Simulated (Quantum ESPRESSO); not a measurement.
How a calculation on TeAs (Fm-3m, 2 atoms in the cell) responds to its settings

```yaml
crystal:
  lattice:
    - [0.00000, 2.96767, 2.96767]
    - [2.96767, 0.00000, 2.96767]
    - [2.96767, 2.96767, 0.00000]
  atoms:
    - { symbol: Te, position: [0.50000, 0.50000, 0.50000] }
    - { symbol: As, position: [0.00000, 0.00000, 0.00000] }
```

Base run A: PBEsol, GBRV 1.5 ultrasoft (PBESOL) pseudopotentials run with Quantum ESPRESSO, self-consistent single point.

Its settings: ecutwfc = 40 Ry; ecutrho = 200 Ry; occupations = smearing; smearing = methfessel-paxton; degauss = 0.0147 Ry; potentials = {Te: te_pbesol_v1.uspp.F.UPF, As: as_pbesol_v1.uspp.F.UPF}; K_POINTS = automatic 7 7 7 0 0 0; conv_thr = 1e-11 Ry; mixing_beta = 0.4.

The starting cell comes from a database of computed structures (which also holds hypothetical and non-ambient phases and stackings), without a prior relaxation at this level.

ΔF is the free energy per atom less that of run A. 

| run | change | ΔF (meV/atom) | pressure (GPa) | iterations |
|---|---|---|---|---|
| A | base | 0.00 | -2.97 | 15 |
| B | diagonalization: default → cg | 0.00 | -2.97 | 16 |
| C | diagonalization: default → paro | 0.00 | -2.96 | 8 |
| D | diagonalization: default → rmm-davidson | 0.00 | -2.97 | 13 |
| E | diagonalization: default → rmm-paro | 0.00 | -2.96 | 14 |
| F | diago_david_ndim: default → 3 | 0.00 | -2.96 | 14 |
| G | diago_david_ndim: default → 4 | 0.00 | -2.97 | 12 |
| H | diago_full_acc: default → true | 0.00 | -2.97 | 14 |

Runs B, C, D, E, F, G, H gave the same state as A (within 1 meV/atom). The fewest iterations to that state were 8 (C); the most were 16.
